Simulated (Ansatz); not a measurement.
**What H interstitial (started 2.23 Å from the nearest host atom) does to Na**

The parent structure is a 12-atom supercell of Na in the bcc (W type) structure (space group Im-3m, No. 229; a = 4.222 Å) at its relaxed geometry.

One thing is altered: one H atom is added in an open site, starting 2.23 Å from the nearest host atom, atoms relaxed at fixed cell, starting from a slightly rattled geometry.

All numbers come from r2SCAN (Ansatz, an electronic-structure program; PAW; 500 eV plane waves; without spin-orbit coupling). Settings: 5×5×4 k-points, 0.05 eV Fermi–Dirac smearing.

```yaml
largest_displacement_of_a_host_atom_from_its_site_in_the_perfect_cell: 0.25 Å
final_site_of_the_added_atom: 4 Na at 2.22–2.23 Å
```

Final structure:

```yaml
crystal:
  lattice:
    - [-4.22197, 4.22197, 4.22197]
    - [4.22197, -4.22197, 4.22197]
    - [6.33296, 6.33296, -2.11099]
  atoms:
    - { symbol: Na, position: [0.98771, 0.00119, 0.00944] }
    - { symbol: Na, position: [0.02074, 0.49409, 0.01750] }
    - { symbol: Na, position: [0.47521, 0.98217, 0.98994] }
    - { symbol: Na, position: [0.52128, 0.50257, 0.99195] }
    - { symbol: Na, position: [0.31628, 0.33703, 0.31702] }
    - { symbol: Na, position: [0.17201, 0.15962, 0.66675] }
    - { symbol: Na, position: [0.34582, 0.85551, 0.34560] }
    - { symbol: Na, position: [0.14725, 0.65132, 0.66726] }
    - { symbol: Na, position: [0.82646, 0.31322, 0.31716] }
    - { symbol: Na, position: [0.67914, 0.17834, 0.66793] }
    - { symbol: Na, position: [0.82752, 0.81591, 0.33831] }
    - { symbol: Na, position: [0.65402, 0.66742, 0.66181] }
    - { symbol: H, position: [0.03263, 0.28054, 0.16552] }
```

In so small a cell the defect repeats every few ångströms: this is an ordered compound, not a dilute defect. All final runs are without spin polarisation. The defect cell is not spin-polarised.
